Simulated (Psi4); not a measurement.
Psi4 1.11, B3LYP/def2-svp: C[SiH](C)C[SiH2]F, 17 atoms. The geometry is a generated start, not checked to be a minimum at this level.

task: energy
method: b3lyp
basis: def2-svp
memory: 3 GB
maxiter: 100
keys of the molecule block: symmetry c1
scf_type: df (default)
e_convergence: 1e-06 (default)
d_convergence: 1e-06 (default)
dft_radial_points: 75 (default)
dft_spherical_points: 302 (default)
basis functions: 147
grid points: 361584

```xyz
17

Si     2.4638     0.6850     0.0481
F      3.7388     0.3241     0.9777
C      1.0383    -0.4667     0.5084
Si    -0.5618    -0.2137    -0.5010
C     -1.7554    -1.6666    -0.2012
C     -1.3767     1.4152     0.0422
H      2.9504     0.4744    -1.3085
H      2.1989     2.0818     0.3636
H      1.3714    -1.4991     0.3959
H      0.8141    -0.3421     1.5694
H     -0.2348    -0.1509    -1.9359
H     -2.6759    -1.5374    -0.7616
H     -1.3147    -2.6075    -0.5114
H     -2.0229    -1.7596     0.8479
H     -1.6260     1.4013     1.0997
H     -0.7139     2.2583    -0.1266
H     -2.2935     1.6035    -0.5066
```

With the defaults (diis = true, scf_initial_accelerator = adiis, damping_percentage = 0, diis_start = 1, guess = auto, which took SAD, diis_max_vecs = 10, level_shift = 0, level_shift_cutoff = 0.01, soscf = false, soscf_start_convergence = 0.01) it converges in 9 SCF iterations. One run each on 2 threads, with these changes:
- damping_percentage = 60
- guess = sadno
- diis = false, scf_initial_accelerator = none, damping_percentage = 60
- guess = sap
- level_shift = 0.1, level_shift_cutoff = 0.001
- diis_max_vecs = 3
- soscf = true, soscf_start_convergence = 0.1
- diis_start = 4
- scf_initial_accelerator = none

Q: Which runs fail or end elsewhere than the default run?

A: No convergence: diis = false, scf_initial_accelerator = none, damping_percentage = 60 (the run ends without SCF convergence in 100 iterations). The rest reach the solution of the defaults.

| setting | SCF iterations | JK calls | end |
|---|---|---|---|
| soscf = true, soscf_start_convergence = 0.1 | 6 | 22 | same solution |
| level_shift = 0.1, level_shift_cutoff = 0.001 | 8 | 9 | same solution |
| the defaults | 9 | 10 | same solution |
| scf_initial_accelerator = none | 9 | 10 | same solution |
| guess = sadno | 10 | 10 | same solution |
| guess = sap | 10 | 10 | same solution |
| diis_max_vecs = 3 | 12 | 13 | same solution |
| diis_start = 4 | 13 | 14 | same solution |
| damping_percentage = 60 | 59 | 60 | same solution |
| diis = false, scf_initial_accelerator = none, damping_percentage = 60 | 100 | 101 | no convergence |

An SOSCF iteration holds several JK calls; a Hückel guess adds calls on atoms.
